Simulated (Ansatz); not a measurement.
# What pressure 30 GPa does to NbN

Base system: NbN in the rock salt structure (space group Fm-3m, No. 225; a = 4.421 Å).

It is then changed as follows: cell and atoms relaxed at a pressure of 30 GPa.

Calculations: PBE, PAW, 420 eV (Ansatz, a program for electronic structure; no spin-orbit coupling), earlier PAW set. Γ-centred 18×18×18 mesh, Fermi–Dirac width 0.05 eV.

```csv
quantity,base,changed,shift
volume per atom,10.80 Å³,9.96 Å³,-0.847 Å³
density,8.22 g/cm³,8.92 g/cm³,+0.70 g/cm³
lattice parameter a,4.421 Å,4.302 Å,-0.119 Å
shortest interatomic distance,2.211 Å,2.151 Å,-0.0593 Å
enthalpy H = E + PV relative to the base's energy,–,+1.94 eV/atom,–
band gap,zero,zero,–
```

Final structure:

```xyz
2
Lattice="0.0000 2.1512 2.1512 2.1512 0.0000 2.1512 2.1512 2.1512 0.0000" Properties=species:S:1:pos:R:3 pbc="T T T"
N      0.0000     0.0000     0.0000
Nb     2.1512     2.1512     2.1512
```

Cost of the whole job for the changed cell (relaxation, final SCF and bands): very roughly 10 core-seconds.

Load acts through the strain it causes; cell and atoms are relaxed under it. No phonon test of stability was made. No other phases were tried under pressure. The final runs are not spin-polarised.
